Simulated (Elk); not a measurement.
# Input and output of a self-consistent single point for FeCo (Pm-3m, 2 atoms in the cell) (Elk)

Level of theory: PBE, all-electron FP-LAPW, Elk's shipped species files, APW+lo basis with extra local orbitals (Elk).

This input was run:

```
tasks
  0

xctype
  20

spinpol
  .true.

reducebf
  0.8

rgkmax
  8.0

gmaxvr
  16.0

nxlo
  2

lorbcnd
  .true.

lmaxi
  2

nempty
  12

stype
  0

swidth
  0.00734986

scale
  5.36498916

avec
    1.0000000000    0.0000000000    0.0000000000
    0.0000000000    1.0000000000    0.0000000000
    0.0000000000    0.0000000000    1.0000000000

atoms
  2   : nspecies
  'Fe.in'   : spfname
  1   : natoms; atposl, bfcmt below
  0.0000000000  0.0000000000  0.0000000000    0.0 0.0 -1.0
  'Co.in'   : spfname
  1   : natoms; atposl, bfcmt below
  0.5000000000  0.5000000000  0.5000000000    0.0 0.0 -0.75

ngridk
  15 15 15
```

The program printed (abridged):

```
│ Elk code version 10.2.4 │

All units are atomic (Hartree, Bohr, etc.)

│ Ground-state run starting from atomic densities │

Lattice vectors :
   5.364989160       0.000000000       0.000000000
   0.000000000       5.364989160       0.000000000
   0.000000000       0.000000000       5.364989160

Unit cell volume      :    154.4210661
Brillouin zone volume :    1.606323669

Muffin-tin inner radius fraction :   0.1000000000E-01

Nuclei treated as point charges

Species :    1 (Fe)
 parameters loaded from : Fe.in
 name : iron
 nuclear charge    :   -26.00000000
 electronic charge :    26.00000000
 atomic mass :    101799.2074
 muffin-tin radius :    2.298108452
 number of radial points in muffin-tin :    497
 atomic positions (lattice), magnetic fields (Cartesian) :
   1 :   0.00000000  0.00000000  0.00000000    0.00000000  0.00000000 -1.00000000

Species :    2 (Co)
 parameters loaded from : Co.in
 name : cobalt
 nuclear charge    :   -27.00000000
 electronic charge :    27.00000000
 atomic mass :    107428.6517
 muffin-tin radius :    2.298108452
 number of radial points in muffin-tin :    497
 atomic positions (lattice), magnetic fields (Cartesian) :
   1 :   0.50000000  0.50000000  0.50000000    0.00000000  0.00000000 -0.75000000

Total number of atoms per unit cell :    2

Spin treatment :
 spin-polarised
 global magnetic field (Cartesian) :    0.000000000       0.000000000       0.000000000
 collinear magnetisation in z-direction

Number of Bravais lattice symmetries :   48
Number of crystal symmetries         :   48
Crystal has inversion symmetry
Real symmetric eigensolver will be used

k-point grid :     15    15    15
k-point offset :    0.000000000       0.000000000       0.000000000
k-point set is reduced with full crystal symmetry group
Total number of k-points :      120

Muffin-tin radius times maximum |G+k| :    8.000000000
 using average radius
   [... lines left out ...]
 potential will be trimmed for |G| > 2 gkmax
Constant for pseudocharge density :    9
Radial integration step length :    4

G-vector grid sizes :     28    28    28
Number of G-vectors :    10779

Maximum angular momentum used for
 APW functions                      :    8
 outer part of muffin-tin           :    6
 inner part of muffin-tin           :    2

Total nuclear charge    :   -53.00000000
Total core charge       :    22.00000000
Total valence charge    :    31.00000000
Total excess charge     :    0.000000000
Total electronic charge :    53.00000000

Effective Wigner radius, rₛ :   0.8860278149

Number of empty states         :   24
Total number of valence states :   80
Total number of core states    :   22

Conduction state local-orbitals added automatically
Total number of local-orbitals :  165

Exchange-correlation functional :     20     0     0
 Perdew-Burke-Ernzerhof, Phys. Rev. Lett. 77, 3865 (1996)
 gradient requirement :    1
 generalised gradient approximation (GGA)

Smearing type :    0
 Gaussian
Smearing width :   0.7349860000E-02
Effective electronic temperature (K) :    2320.902224

Mixing type :    3
 Broyden mixing, J. Phys. A: Math. Gen. 17, L317 (1984)

Kohn-Sham potential initialised from atomic data
│ Self-consistent loop started │
│ Loop number : 1 │
 total energy                :     -2667.24645707
 total moment                :    4.751520739
│ Loop number : 2 │
 total energy                :     -2667.45579075
 total moment                :    4.749821042
RMS change in Kohn-Sham potential (target) :    3.400773366     (  0.1000000000E-05)
Absolute change in total energy (target)   :   0.2093336806     (  0.1000000000E-03)
│ Loop number : 3 │
 total energy                :     -2664.43219040
 total moment                :    4.401489122
RMS change in Kohn-Sham potential (target) :    2.107602012     (  0.1000000000E-05)
Absolute change in total energy (target)   :    2.971266927     (  0.1000000000E-03)
│ Loop number : 4 │
 total energy                :     -2663.45753844
 total moment                :    4.040501123
RMS change in Kohn-Sham potential (target) :    1.678994659     (  0.1000000000E-05)
Absolute change in total energy (target)   :    1.717468692     (  0.1000000000E-03)
│ Loop number : 5 │
 total energy                :     -2668.29324835
   [... lines left out ...]
 total moment                :    4.510284054
RMS change in Kohn-Sham potential (target) :   0.4840835305E-05 (  0.1000000000E-05)
Absolute change in total energy (target)   :   0.6648065664E-05 (  0.1000000000E-03)
│ Loop number : 34 │
 total energy                :     -2666.40247416
 total moment                :    4.510269847
RMS change in Kohn-Sham potential (target) :   0.4790803958E-05 (  0.1000000000E-05)
Absolute change in total energy (target)   :   0.2672150913E-04 (  0.1000000000E-03)
│ Loop number : 35 │
 total energy                :     -2666.40248740
 total moment                :    4.510112720
RMS change in Kohn-Sham potential (target) :   0.2883872055E-05 (  0.1000000000E-05)
Absolute change in total energy (target)   :   0.1991531508E-04 (  0.1000000000E-03)
│ Loop number : 36 │
 total energy                :     -2666.40244321
 total moment                :    4.509912822
RMS change in Kohn-Sham potential (target) :   0.4989560703E-06 (  0.1000000000E-05)
Absolute change in total energy (target)   :   0.3920622930E-04 (  0.1000000000E-03)
Convergence targets achieved

│ Loop number : 37 │

Energies :
 Fermi                       :     0.342756746201
 sum of eigenvalues          :     -1539.15152741
 electron kinetic            :      2703.97560498
 core electron kinetic       :      2428.84728111
 Coulomb                     :     -5254.59866937
 Coulomb potential           :     -4092.91250640
 nuclear-nuclear             :     -367.225033283
 electron-nuclear            :     -5681.83476578
 Hartree                     :      794.461129690
 Madelung                    :     -3208.14241617
 xc potential                :     -149.976971598
 xc effective B-field        :    -0.237680283308
 external B-field            :      0.00000000000
 exchange                    :     -113.332278427
 correlation                 :     -2.44710228114
 total energy                :     -2666.40244510
 (external B-field energy excluded from total)

Density of states at Fermi energy :    38.84477064
 (states/Hartree/unit cell)

Estimated indirect band gap :   0.6152007206E-03
 from k-point     54 to k-point     20
Estimated direct band gap   :   0.4985989933E-02
 at k-point     14

Charges :
 core                        :    22.00000000
 valence                     :    31.00000000
 interstitial                :    2.079491564
 muffin-tins (core leakage)
  species :    1 (Fe)
   atom    1                 :    24.86259761     (  0.4636291351E-11)
  species :    2 (Co)
   atom    1                 :    26.05791083     (  0.8118633256E-03)
 total in muffin-tins        :    50.92050844
 total calculated charge     :    52.99542769
 total charge                :    53.00000000
 error                       :   0.4572310909E-02

Moments :
 interstitial                :  -0.8572184053E-01
 muffin-tins
  species :    1 (Fe)
   atom    1                 :    2.798335420
  species :    2 (Co)
   atom    1                 :    1.797270138
 total in muffin-tins        :    4.595605558
 total moment                :    4.509883718

│ Self-consistent loop stopped │
```

The run converged in 37 iterations. The count includes the last loop, which Elk runs after its targets are met.

The starting cell comes from a database of computed structures (which also holds hypothetical and non-ambient phases and stackings), without a prior relaxation at this level. The magnetic order is the one reached from the typed start; others were not searched systematically. Values depend on the basis (sphere radii, cutoffs, local orbitals), which need not be converged. The log's line on a gap gives a spacing of levels on this mesh, which the program prints for metals too.

Cost on one core of a shared machine: roughly 3 min.
